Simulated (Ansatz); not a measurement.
Worked example: self-consistent single point of LiMg₃ (P6_3/mmc, 8 atoms in the cell) in Ansatz (an electronic-structure program).

Level of theory: PBEsol, PAW files made with PBE (plane waves; Ansatz).

```xyz
8
Lattice="6.2710 0.0000 0.0000 -3.1355 5.4309 0.0000 0.0000 0.0000 5.0649" Properties=species:S:1:pos:R:3 pbc="T T T"
Li     3.1355     1.8103     3.7987
Li     0.0000     3.6206     1.2662
Mg     0.0000     1.8180     3.7987
Mg     3.1355     3.6129     1.2662
Mg     4.6966     0.9090     1.2662
Mg    -1.5611     4.5219     3.7987
Mg     1.5611     4.5219     3.7987
Mg     1.5744     0.9090     1.2662
```

Reference input (self-consistent single point, DFT, PBEsol, plane waves, PAW files made with PBE): kpoints.mp_grid.grid = 5 5 5; hamiltonian.xc = pbesol; hamiltonian.pseudopotentials = {kind: paw} (the program's default PAW files); scf.occupations.method = fermi_dirac; scf.occupations.width = 0.136 eV. This run's input differs from it in these lines:

Ansatz 0.2 input:
```diff
@@ -16,3 +16,3 @@
   mp_grid:
-    grid: [5, 5, 5]
+    grid: [6, 6, 6]
 hamiltonian:
```

Output, abridged:

```
SCF iter   1: F=—  HF=-11879.069554 eV  |F-HF|=—  |Δ(HF+E_count)|=         —  Δρ=1.57e-2  dr2=1.12e0  ethr=3.10e-3  ⟨swp⟩=10.6  Hψ=5885  notcnv=0  defer=4
all-band conjugate gradients solve this SCF's bands
preconditioner: auto → Kerker (q_TF=auto, 2.325 Å⁻¹)
SCF iter   2: F=—  HF=-11878.877587 eV  |F-HF|=—  |Δ(HF+E_count)|=   1.92e-1  Δρ=1.10e-2  dr2=5.73e-1  ethr=1.70e-3  ⟨swp⟩=2.0  Hψ=1585  notcnv=0
   [... lines left out ...]
SCF iter   5: F=—  HF=-11878.663499 eV  |F-HF|=—  |Δ(HF+E_count)|=   3.51e-5  Δρ=1.99e-4  dr2=1.15e-4  ethr=1.42e-6  ⟨swp⟩=2.3  Hψ=1809  notcnv=0
SCF iter   6: F=—  HF=-11878.663478 eV  |F-HF|=—  |Δ(HF+E_count)|=   2.13e-5  Δρ=2.66e-5  dr2=2.82e-6  ethr=1.74e-7  ⟨swp⟩=2.0  Hψ=1931  notcnv=0
SCF iter   7: F=—  HF=-11878.663398 eV  |F-HF|=—  |Δ(HF+E_count)|=   7.97e-5  Δρ=5.17e-6  dr2=5.50e-8  ethr=1.52e-10  ⟨swp⟩=5.9  Hψ=6250  notcnv=0
SCF iter   8: F=-11878.663398 eV  HF=-11878.663398 eV  |F-HF|=7.08e-10  |Δ(HF+E_count)|=   1.54e-9  Δρ=9.98e-7  dr2=2.62e-9  ethr=8.34e-11  ⟨swp⟩=1.2  Hψ=3257  notcnv=0
SCF 1 converged in 8 iterations: F = -11878.663398 eV  dr2 = 2.62e-9
Free energy (F): -11878.663398 eV
Internal energy: -11878.472556 eV  (E = F + TS)
E sigma→0 (E₀):  -11878.567977 eV
Entropy (-TS):   -0.190842 eV (-23.855 meV/atom)
Fermi energy:    4.668021 eV
--- Forces (eV/Å), atoms counted from 1 ---
  atom   1  Li    -0.00000000    -0.00000000     0.00000000
  atom   2  Li     0.00000000     0.00000000     0.00000000
  atom   3  Mg    -0.00000000     0.06691003     0.00000000
  atom   4  Mg     0.00000000    -0.06691003     0.00000000
  atom   5  Mg    -0.05794578     0.03345501     0.00000000
  atom   6  Mg     0.05794578    -0.03345501     0.00000000
  atom   7  Mg    -0.05794578    -0.03345501     0.00000000
  atom   8  Mg     0.05794578     0.03345501     0.00000000
--- Stress (GPa, compression-positive) ---
       -0.027857       0.000000       0.000000
       -0.000000      -0.027857       0.000000
        0.000000       0.000000      -0.041923
  P = ⅓ Tr σ = -0.0325 GPa (-0.325 kbar)
  The stress holds the Pulay correction. Without it, at fixed plane waves, as pw.x and ABINIT print it: P = -0.0366 GPa
```

The run converged in 8 iterations. Against the reference run the free energy goes up by 3.7 meV/atom, the pressure stays near -0.03 GPa while the zz stress (positive for compression) goes from -0.60 to -0.04 GPa and the largest force goes from 0.077 to 0.067 eV/Å.

The starting cell comes from a database of computed structures (which also holds hypothetical and non-ambient phases and stackings), without a prior relaxation at this level. Ansatz's pressure includes its estimate of the finite-basis (Pulay) stress.
